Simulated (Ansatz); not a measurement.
Consider Ga2O3 (space group R-3m, No. 166; a = 2.988 Å, c = 22.852 Å (hexagonal axes); a hypothetical phase, not in the database extracts checked). Axes: x lies along a and z along c of the hexagonal cell.

Modification: tensor shear ε_yz = +1.61 % (engineering shear γ = 0.0322), atoms relaxed at fixed cell.

Levels (all Ansatz, a first-principles code, PAW): PBEsol (420 eV, scalar-relativistic without spin-orbit coupling); r2SCAN (500 eV, spin-orbit coupling left out).

The geometry is relaxed with PBEsol.

| Item | Result |
|---|---|
| PBEsol smallest direct gap | 2.89 eV |
| PBEsol gap character | indirect, k = (0, 0.077, -0.077) in the run's primitive reciprocal basis → Γ |
| PBEsol band gap | 2.84 eV |

How does going to r2SCAN change the smallest direct gap, gap character and band gap?

The smallest direct gap increases by 0.652 eV to 3.55 eV; the gap character is still indirect, k = (0, 0.077, -0.077) in the run's primitive reciprocal basis → Γ; the band gap goes up by 0.66 eV to 3.50 eV.

Single points use the geometry relaxed with PBEsol. The cells carry an imposed strain or load. Whether these cells are dynamically stable was not tested. k-point labels follow each cell's own Brillouin zone.
